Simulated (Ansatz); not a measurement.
Base system: Hf in the hcp (Mg type) structure (space group P6_3/mmc, No. 194; relaxed with 0.1 eV smearing).

```xyz
2
Lattice="3.1174 0.0000 0.0000 -1.5587 2.6997 0.0000 0.0000 0.0000 4.9501" Properties=species:S:1:pos:R:3 pbc="T T T"
Hf     1.5587     0.8999     3.7126
Hf     0.0000     1.7998     1.2375
```

Cartesian axes are those of the cell as printed.

Method: LDA, PAW, 420 eV (Ansatz, a program for electronic structure; scalar-relativistic without spin-orbit coupling).

Before the change:

```
Quantity                         Value
-----------------------------  -------
Shortest interatomic distance  3.060 Å
Band gap                          zero
Pressure                       0.0 GPa
```

One thing is altered: a pure shear with ε_xz = ε_zx = 0.0171; the atoms relax in the strained cell.

Q: Estimate the effect on the energy relative to the base, shortest interatomic distance, band gap and pressure.

A: The energy rises by 3.3 meV/atom; the shortest interatomic distance decreases by 0.041 Å (3.060 Å → 3.019 Å); the band gap stays zero; the pressure (mean of the normal stresses, compression positive) is still 0.0 GPa.

Stability against distortions was not tested. The final runs are not spin-polarised.
